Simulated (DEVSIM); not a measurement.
System: Ti/SiO2/n-Si capacitor, at 300 K.

```
layer (left to right)  material  thickness (nm)  Nd (cm⁻³)
---------------------  --------  --------------  ---------
1                          SiO2            50.0          -
2                            Si            1600     1.3e16
```

Metal gate on the left, work function 4.33 eV. Fixed charge at the semiconductor interface 0 cm⁻² (in units of +e); interface traps 9.6e10 cm⁻² eV⁻¹, uniform in energy, neutral level at 0.5 of the gap above the valence band.

Constants are typed, rounded textbook-type inputs, not results; the design itself was drawn at random and stands for no fabricated device. Values at 300 K.

```tsv
parameter	SiO2	Si
gap (eV)	9	1.124
affinity (eV)	0.9	4.05
permittivity	3.9	11.7
Nc (cm⁻³)	-	2.86e19
Nv (cm⁻³)	-	3.1e19
```

Simulated with DEVSIM: 1D Poisson equation in equilibrium, Boltzmann statistics, complete ionisation; no quantum confinement or tunnelling. Metal contacts follow the ideal Schottky-Mott rule: no Fermi-level pinning, no interface dipoles.

Question: Tabulate band edges, carrier densities and field at -7.0 V on the gate.

Answer: Energies count from the Fermi level of the right contact; mesh points crowd at the junctions.

```csv
x (μm),Ec (eV),Ev (eV),n (cm⁻³),p (cm⁻³),field (V/cm)
0.000,10.430,1.430,< 1e2,< 1e2,-1200000
0.001514,10.243,1.243,< 1e2,< 1e2,-1200000
0.004908,9.824,0.824,< 1e2,< 1e2,-1200000
0.01297,8.829,-0.170,< 1e2,< 1e2,-1200000
0.03399,6.236,-2.764,< 1e2,< 1e2,-1200000
0.04353,5.058,-3.942,< 1e2,< 1e2,-1200000
0.04790,4.519,-4.481,< 1e2,< 1e2,-1200000
0.05004,1.110,-0.014,< 1e2,1.8e19,-390000
0.05174,1.067,-0.057,< 1e2,3.5e18,-180000
0.05559,1.021,-0.103,200,5.8e17,-89000
0.06458,0.960,-0.164,2100,5.4e16,-58000
0.09861,0.785,-0.339,1900000,6.2e13,-47000
0.1648,0.515,-0.609,6.5e10,1.8e9,-34000
0.3193,0.222,-0.902,5.4e15,21000,-5500
0.8767,0.199,-0.925,1.3e16,8900,≈ 0
1.319,0.199,-0.925,1.3e16,8900,≈ 0
1.509,0.199,-0.925,1.3e16,8900,≈ 0
1.590,0.199,-0.925,1.3e16,8900,≈ 0
1.632,0.199,-0.925,1.3e16,8900,≈ 0
1.643,0.199,-0.925,1.3e16,8900,≈ 0
1.648,0.199,-0.925,1.3e16,8900,≈ 0
1.650,0.199,-0.925,1.3e16,8900,≈ 0
```
